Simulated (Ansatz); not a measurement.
The starting structures come from a database of crystals and need not be the phases stable at ambient conditions.

The decay constant κ of evanescent states in the gap governs leakage through a thin film.

Given:

```
CELL_PARAMETERS angstrom
      6.94920    -0.00529    -0.01189
     -0.04743     6.93223     0.06985
     -3.41721     3.35938     4.96632
ATOMIC_POSITIONS crystal
  Ga 0.76699 0.91469 0.42622
  Ga 0.23301 0.08531 0.57378
  Cl 0.99974 0.00019 0.26117
  Cl 0.00026 0.99981 0.73883
  Cl 0.56582 0.81587 0.87473
  Cl 0.43418 0.18413 0.12527
  Cl 0.19994 0.44733 0.37652
  Cl 0.80006 0.55267 0.62348
```

Space group of this cell: P-1. The cell was relaxed by PBE-D3(BJ); by PBEsol its mean pressure is -0.6 GPa.

Transport runs along the normal of the first two printed cell vectors.

The gap is the functional's own, uncorrected, and κ follows it; spin-orbit coupling is left out. Mid-gap values are interpolated between the computed energies.

Q: State the band gap and the smallest decay constant κ at mid-gap according to PBEsol in Ansatz (an electronic-structure program).

A: Gap 3.91 eV on a 6×6×6 mesh; κ = 0.372 1/Å, at the zone centre.
